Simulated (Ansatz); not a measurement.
Results of PBE (plane waves, PAW; Ansatz, a first-principles code) for CsSnBr3 (Pm-3m, No. 221, 5 atoms in the cell; start mp-27214).

Settings: plane-wave cutoff 520 eV, 6×6×6 k mesh, Fermi–Dirac smearing 0.01 eV, scalar-relativistic PAW data made under PBE.

Cell (relaxed at this level):

```
CELL_PARAMETERS angstrom
      5.89495     0.00000     0.00000
      0.00000     5.89495     0.00000
      0.00000     0.00000     5.89495
ATOMIC_POSITIONS crystal
  Cs 0.00000 0.00000 0.00000
  Sn 0.50000 0.50000 0.50000
  Br 0.50000 0.00000 0.50000
  Br 0.00000 0.50000 0.50000
  Br 0.50000 0.50000 0.00000
```

What does this level give for the bulk modulus B0?


* **bulk modulus B0**: 19.4 GPa

Note: the bulk modulus is −V dP/dV from two relaxed cells at ±2 % in volume; the relaxation could not lower the start's symmetry, so the cell can be a saddle point above a distorted one.

Spin–orbit coupling is not included.

It cost very roughly 19 core-seconds of CPU time.

A start named mp-… is a Materials Project structure, which need not be a measured phase.
